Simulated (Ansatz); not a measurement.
# Stishovite (SiO2)

These are r²SCAN (Ansatz, a first-principles code, plane waves, PAW) values and carry that method's errors.

Numerical settings: plane-wave cutoff 560 eV, 8×8×12 k mesh (along the axes of the cell as run), Fermi–Dirac smearing 0.01 eV, scalar-relativistic PAW data made under PBE.

Cell (relaxed at this level):

O₂Si is modelled in the tetragonal space group P4₂/mnm (No. 136), the rutile structure, Pearson symbol tP6. Cell: a = 4.185 Å, b = 4.185 Å, c = 2.669 Å, α = 90.00°, β = 90.00°, γ = 90.00°. Si on 2a has 6 O at 1.760–1.812 Å (octahedral). O on 4f is coordinated by 3 Si at 1.760–1.812 Å (trigonal planar). (Neighbours: up to the widest gap in distance over summed covalent radii, below 1.35, at either atom.)

```
Quantity                                              Result
------------------------------------------  ----------------
bulk modulus B0                                      302 GPa
band gap                                    6.51 eV (direct)
pressure derivative B′ of the bulk modulus               5.4
```

Measured, for comparison: bulk modulus 310 ± 1 GPa (300 K, not corrected to a static lattice; as tabulated in arXiv:1001.2066). Computed (rounded) less measured: bulk modulus -3 %.

Note: the bulk modulus comes from volumes at which shape and atoms were relaxed.

Computed values are for the static lattice.

It cost very roughly 6 core-minutes of CPU time.
